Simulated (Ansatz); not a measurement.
A calculation on A15 Nb3Sn (cubic form, which distorts at low temperature) returned lattice constant a 5.221 Å, bulk modulus 185 GPa.

For reference: lattice constant a 5.289 Å (measured, temperature not stated, no zero-point or thermal correction; as tabulated in Priinits et al. (2024), arXiv:2406.00817); bulk modulus 165 GPa (measured, 4 K, no zero-point or thermal correction; as tabulated in Lu and Klein (1997), arXiv:cond-mat/9704251).

Question: Which level of theory produced these numbers?
(A) r²SCAN (Ansatz, a program for electronic structure)
(B) PBEsol (Ansatz)
(C) r²SCAN+SOC (Ansatz)
(D) LDA (Ansatz)

Answer: D, LDA (Ansatz)

The others give: PBEsol 5.259 Å, 176 GPa; r²SCAN 5.304 Å, 170 GPa; r²SCAN+SOC 5.304 Å, 170 GPa.

Unless a cell is named, each level is at its own relaxed cell (LDA 17.79, PBEsol 18.18, r²SCAN 18.66, r²SCAN+SOC 18.65 Å³/atom).

Caveats: symmetry holds this phase in the static calculation, where it need not be a minimum (PBEsol, r²SCAN, r²SCAN+SOC, LDA). Ansatz's density-functional and Hartree–Fock values are scalar-relativistic unless marked +SOC, with PAW data made under PBE.
